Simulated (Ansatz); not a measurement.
Consider CdTe in the zinc blende structure (space group F-43m, No. 216; a = 6.489 Å). Axes: x, y, z lie along the cube axes.

Computed with PBEsol/PAW in Ansatz (a program for electronic structure), no SOC.

Modification: the cell is scaled by 1.0100 in all directions; the atoms relax in the strained cell.

Task: Predict the stress tensor and what it implies for the stiffness.

Result: Stress of the strained cell less that of the base (GPa, compression positive):
```
  -1.15    0.00    0.00
   0.00   -1.15    0.00
   0.00    0.00   -1.15
```

Then B = −ΔP/(ΔV/V₀) with ΔV/V₀ = 0.0303 gives secant stiffness values (nonlinear terms included at this strain): B ≈ 38 GPa.

Whether these cells are dynamically stable was not tested.
